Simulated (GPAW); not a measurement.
# Pressure against volume in CuAu-type CuAu (space group 123) (GPAW, PBEsol)

```xyz
2
Lattice="2.7187 0.0000 0.0000 0.0000 2.7187 0.0000 0.0000 0.0000 3.5634" Properties=species:S:1:pos:R:3 pbc="T T T"
Cu     0.0000     0.0000     0.0000
Au     1.3594     1.3594     1.7817
```

Method: PBEsol, GPAW PAW datasets PBEsol (made by gpaw-setup) (plane waves; GPAW). Settings: mode = pw; ecut = 780 eV; xc = PBEsol; kpts = 21 21 16; mesh shift (steps) = 0 0 0; occupations.name = fermi-dirac; occupations.width = 0.05 eV; nbands = -10; convergence.density = 1e-05 e/electron; convergence.energy = 1e-05 eV/electron; symmetry.symmorphic = false; symmetry.tolerance = 0.0005; maxiter = 150. The cell above is the first row's. The rows scale it uniformly. In all rows fractional positions and the k mesh are held.

| V (Å^3/atom) | P (GPa) |
|---|---|
| 13.1693 | 19.32 |
| 13.4556 | 13.79 |
| 13.7419 | 8.94 |
| 14.0282 | 4.67 |
| 14.3145 | 0.92 |
| 14.6008 | -2.38 |
| 14.8871 | -5.28 |
| 15.1733 | -7.82 |
| 15.4596 | ? |

Taking a cubic for P over the 8 complete rows: With u = V - 14.2, the rows have u = -1.0307, -0.7444, -0.4581, -0.1718, 0.1145, 0.4008, 0.6871, 0.9733. Least squares gives P = 2.354 - 12.9234·u + 2.9662·u² - 0.4461·u³. Residuals (row less fit): 0.006, -0.012, 0.000, 0.006, 0.008, -0.002, -0.010, 0.006; standard error 0.010 (degrees of freedom: 4). The fitted pressure is zero at V0 = 14.39, where dP/dV = -11.84, so B0 = -V0·dP/dV = 170 GPa.

**Question.** What does the fit predict for P at V = 15.4596, and how far is the calculated value from it?

**Answer.** u = 1.2596, so P = 2.354 - 12.9234 × 1.2596 + 2.9662 × 1.2596² - 0.4461 × 1.2596³ = -10.110 GPa. The calculation gives -10.06 GPa, 0.050 GPa above the prediction (0.2 % of the range of P in the table). The row lies outside the fitted rows, so this is an extrapolation. From the scatter of the fitted rows alone, a prediction at this place has a standard error of 0.027 GPa, so the miss is 1.9 times that.

Carrying the step between the two nearest rows on in a straight line would have given -10.36, off by 0.30; series whose last step already gives the withheld value aren't shown. The scan was laid around a cell of about the measured size, scaled by a guess for this functional; axis ratios and inner coordinates come from that cell. The runs keep the symmetry of the cell, so they don't test it for distortions. Spin polarisation is off. Spin-orbit coupling is off. The shape of the cell and the inner coordinates aren't relaxed, so V0 and B0 belong to this uniform scaling; a relaxed crystal lies no higher in energy and is usually softer. Cutoffs and mesh are single choices, not tested for convergence of this quantity. Series with a scatter that would blur these digits, or in which a gap closes, are not shown.
